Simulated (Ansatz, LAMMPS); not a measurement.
Ge well of 8 atomic layers along [001] in random Si0.2Ge0.8, interfaces sharp

Cell 17.11 × 17.11 × 45.85 Å, Si83Ge493, 576 atoms. Prepared with LAMMPS with Tersoff's 1989 multicomponent potential (SiCGe.tersoff): minimisation. 

Calculation: PBE, support functions at accuracy medium on the grid of 370 eV (norm-conserving potentials; Ansatz, a first-principles code).

Basis: localised support functions (accuracy medium) on a full density matrix. k-points: zone centre alone; occupations: Fermi-Dirac, 0.010 eV; spin polarisation not allowed. Scalar-relativistic, no spin-orbit coupling.

```yaml
electronic_character_of_the_cell: no gap resolved at this smearing
coordination (neighbours within 2.936 Å): 100.0 % 4-fold
Ge-Ge bonds, mean ± spread: 2.487 ± 0.005 Å
Ge-Si bonds, mean ± spread: 2.440 ± 0.006 Å
Si-Si bonds, mean ± spread: 2.396 ± 0.007 Å
bond angles, mean ± spread: 109.5° ± 0.9°
pressure: 0.02 GPa
cost_of_the_final_run: very roughly 26 core-minutes, 15 SCF iterations, 12 GiB
```
